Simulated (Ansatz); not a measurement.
Consider interstitial F in polar orthorhombic HfO2, charge state -1. Level of theory: PBE, PAW (plane waves to 420 eV; Ansatz, an electronic-structure program).

Cell of 96 host sites held at the relaxed PBE lattice; the Γ point alone; Fermi-Dirac width 0.01 eV, spin-restricted; finite-size errors left in. Static, classical nuclei. Spin-orbit coupling is left out. The host's phase is taken as given; its stability against other phases was not computed. The charge state is imposed; whether it is stable for some Fermi level was not computed. Sites that were not tried may lie lower.

Barriers: single points on a 2×2×2 k-point mesh shifted by half a step at the bands' geometries.

A. several atoms move together, F the farthest; the atom moves 2.28 Å along (0.32, -0.28, 0.11) of the unit cell; the moving atom starts with neighbours Hf at 2.18, Hf at 2.28, Hf at 2.31, Hf at 2.75; O at 2.25, O at 2.35, O at 2.38, O at 2.42, O at 2.45, O at 2.60, O at 2.63, O at 2.74 Å and ends with Hf at 2.14, Hf at 2.20, Hf at 2.40; O at 2.32, O at 2.35, O at 2.38, O at 2.42, O at 2.72, O at 2.78 Å; saddle order not checked.
B. several atoms move together, F the farthest; the atom moves 1.23 Å along (-0.18, -0.10, 0.11) of the unit cell; the moving atom starts with neighbours Hf at 2.18, Hf at 2.28, Hf at 2.31, Hf at 2.75; O at 2.25, O at 2.35, O at 2.38, O at 2.42, O at 2.45, O at 2.60, O at 2.63, O at 2.74 Å and ends with Hf at 2.14, Hf at 2.20, Hf at 2.40; O at 2.32, O at 2.35, O at 2.38, O at 2.42, O at 2.72, O at 2.78 Å; saddle order not checked.

Q: Put the candidates in order of forward barrier, lowest first, for PBE, PAW.

A: B (0.30 eV), A (0.88 eV)
